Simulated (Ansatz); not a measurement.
Base system: HgSe in the zinc blende structure (space group F-43m, No. 216).

```xyz
2
Lattice="0.0000 3.0315 3.0315 3.0315 0.0000 3.0315 3.0315 3.0315 0.0000" Properties=species:S:1:pos:R:3 pbc="T T T"
Hg     0.0000     0.0000     0.0000
Se     1.5157     1.5157     1.5157
```

Method: Ansatz (a first-principles code), LDA, PAW, cutoff 420 eV, scalar-relativistic without spin-orbit coupling.

Base values:

- Lattice parameter a: 6.063 Å

It is then changed as follows: cell and atoms relaxed at a pressure of 9 GPa.

**Question.** Predict the new lattice parameter a.

**Answer.** The lattice parameter a falls by 0.230 Å, from 6.063 Å to 5.833 Å.

The mesh was chosen for an insulator and is coarse for the gapless case. Load acts through the strain it causes; cell and atoms are relaxed under it. No phonon test of stability was made. Tetrahedral semiconductors of this kind turn to denser phases somewhere between about 1 and 50 GPa; those were not computed, so compressed cells here can lie past the real transition. The final runs are not spin-polarised.
